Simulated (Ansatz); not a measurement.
Band structure of CoO (Fm-3m, 4 atoms in the cell).

```
CoO
1.0
    4.26000     2.13000     2.13000
    2.13000     4.26000     2.13000
    2.13000     2.13000     4.26000
Co O
2 2
Direct
  0.00000   0.00000   0.00000
  0.50000   0.50000   0.50000
  0.25000   0.25000   0.25000
  0.75000   0.75000   0.75000
```
Moments meant for the start (each program seeds them in its own way; μB, in the order of the atoms Co Co O O): 3.0 -3.0 0.0 0.0.

Computed with PBE (plane waves, PAW; Ansatz, a first-principles code).

Settings: kpoints.mp_grid.grid = 6 6 6; hamiltonian.xc = pbe; hamiltonian.pseudopotentials = {kind: paw} (the program's default PAW files); magnetization.spin_polarized = true; scf.occupations.method = fermi_dirac; scf.occupations.width = 0.01 eV; kpoints.band_path.path = [[0.0, 0.0, 0.0], [0.5, 0.0, 0.0], [0.5, 0.1875, -0.1875]]; kpoints.band_path.npoints = 8.

The starting cell has typed, rounded lattice constants, without a prior relaxation at this level. The magnetic order is the one reached from the typed start; others were not searched systematically.

Levels in eV from the Fermi level, bands 20 to 27 of the first spin channel:
| point | 20 | 21 | 22 | 23 | 24 | 25 | 26 | 27 |
|---|---|---|---|---|---|---|---|---|
| Γ | -1.87 | -1.87 | -0.69 | -0.69 | 0.00 | 1.09 | 1.91 | 1.91 |
| L | -1.22 | -1.03 | -0.95 | -0.04 | 0.38 | 1.47 | 1.54 | 6.94 |
| B1 | -1.38 | -1.13 | -0.31 | -0.15 | 0.15 | 1.54 | 1.59 | 7.99 |

No band crosses the Fermi level by more than 0.03 eV along this path.

The net moment of the cell came out as 0.00 μB.

Keys are those of Ansatz 0.2.
